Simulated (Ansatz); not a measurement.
Br on the 1x1 (110) surface of bcc Mo, one in a 2x2 cell, energies for each (28.3 Å²). Energies are against ½ Br2(g), without zero-point or thermal terms; each row is named by its start.

Calculation: PBE (plane waves to 420 eV, PAW; Ansatz, a first-principles code).

Slab: 17 atoms, 6.5 Å thick at the start under the adsorbate (thin: gaps and levels are the slab's own); k 6x6x1, smearing 0.1 eV, dipole-corrected; 8 atoms held, the rest relaxed; each run with such symmetry as its start has; no spin, no spin-orbit, no U, no dispersion correction.

A negative adsorption energy means that the adsorbate is more stable on the surface than in its reference. Heights count from the host atoms within 0.3 Å of the top one.

```tsv
starting site	E_ads (eV)	height (Å)	nearest host atom (Å)	bonded to	Δ work function (eV)	lateral drift (Å)
top Mo	-1.99	2.59	Mo 2.49	Mo	0.46	0.0
hollow Mo-Mo-Mo	-2.63	2.12	Mo 2.65	3 Mo	-0.33	0.1
bridge Mo-Mo (span 2.7 Å)	-2.45	2.27	Mo 2.64	2 Mo	-0.04	0.0
bridge Mo-Mo (span 3.2 Å)	-2.49	2.11	Mo 2.66	4 Mo	-0.41	0.0
```
